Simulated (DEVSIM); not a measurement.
Device: abrupt GaAs p-n junction, at 300 K.

Layer 1 from the left is GaAs, thickness (μm) 53.0, Na (cm⁻³) 1.5e15, τn (s) 3.8e-9, τp (s) 3.8e-9. Layer 2 from the left is GaAs, thickness (μm) 25.0, Nd (cm⁻³) 3.8e16, τn (s) 3.8e-9, τp (s) 3.8e-9.

Left contact: ohmic. Right contact: ohmic. Voltage is applied to the left contact. Recombination: SRH at mid-gap, Auger. Mobility is μmin + (μ − μmin)/(1 + (N/Nref)^α).

The device is made up for the run: typed textbook-type constants, with dimensions and the other settings drawn at random. Values at 300 K.

GaAs: gap (eV) 1.424, affinity (eV) 4.07, permittivity 12.9, Nc (cm⁻³) 4.7e17, Nv (cm⁻³) 9e18, μn (cm²/Vs) 8500, μp (cm²/Vs) 400, μn,min 500, μp,min 20, Nref,n 6e16, Nref,p 1.5e17, αn 0.39, αp 0.38, Cn (cm⁶/s) 1e-30, Cp (cm⁶/s) 1e-30.

### Question
Estimate by hand the built-in potential, the peak field at zero bias, the capacitance at -3 V, and compare with a numerical solution.

### Answer

- Built-in potential: ni = √(Nc Nv) exp(−Eg/2kT) = 2250000 cm⁻³ with Eg = 1.424 eV; Vbi = kT/q ln(Na Nd/ni²) = 1.134 V; numerical 1.134 V.
- Peak field at zero bias: depletion approximation: W = √(2εVbi/(qN)) = 1.06 μm with N = 1.44e15 cm⁻³; field = 2Vbi/W = 21400 V/cm; numerical 21400 V/cm.
- Capacitance at -3 V: C = √(qεN / 2(Vbi + |V|)) = 5.65 nF/cm²; numerical 5.69 nF/cm² (estimate below by 0.63 %).

Simulated with DEVSIM: 1D drift-diffusion, Boltzmann statistics, complete ionisation; no tunnelling, impact ionisation, image-force lowering or self-heating.
